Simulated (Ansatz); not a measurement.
HgO (P3₁21, No. 152, 6 atoms in the cell; start mp-7826; a measured phase of this formula has another space group) was calculated with HSE06 (Ansatz, a program for electronic structure, plane waves, PAW).

Numerical settings: plane-wave cutoff 500 eV, 12×12×4 k mesh (along the axes of the cell as run), gaussian smearing 0.02 eV, scalar-relativistic PAW data made under PBE.

Cell (relaxed with PBEsol):

HgO is taken in the trigonal space group P3₁21 (No. 152), Pearson symbol hP6. Conventional cell: a = 3.615 Å, b = 3.615 Å, c = 8.739 Å, α = 90.00°, β = 90.00°, γ = 120.00°. Hg on 3b has 2 O at 2.028 Å (linear). O on 3a is coordinated by 2 Hg at 2.028 Å (bent). (Neighbours: up to the widest gap in distance over summed covalent radii, below 1.35, at either atom; cation-cation and far metal-metal contacts left out.)

Give the computed band gap.


band gap: 2.64 eV (on the SCF k mesh)

Note: cell and atoms aren't relaxed at this level (pressure 1.4 GPa).

Spin–orbit coupling is not included.

A start named mp-… is a Materials Project structure, which need not be a measured phase.
